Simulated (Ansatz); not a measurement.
Consider SnO2 in the rutile structure (space group P4_2/mnm, No. 136; a = 4.7692 Å, c = 3.2120 Å).

One thing is altered: full substitution Sn → Ti; the structure is relaxed again.

Levels (all Ansatz, a quantum-chemistry and plane-wave program, PAW): PBEsol (420 eV, no spin-orbit coupling); r2SCAN (500 eV, no SOC); HSE06 (420 eV, no SOC).

At the geometry relaxed with PBEsol, these levels gave the following band gaps, in shuffled order: (a) 1.87 eV, (b) 2.24 eV, (c) 3.40 eV.

Match each gap to its level.

(a) PBEsol; (b) r2SCAN; (c) HSE06.

Single points use the geometry relaxed with PBEsol. Whether these cells are dynamically stable was not tested. The final runs are not spin-polarised.
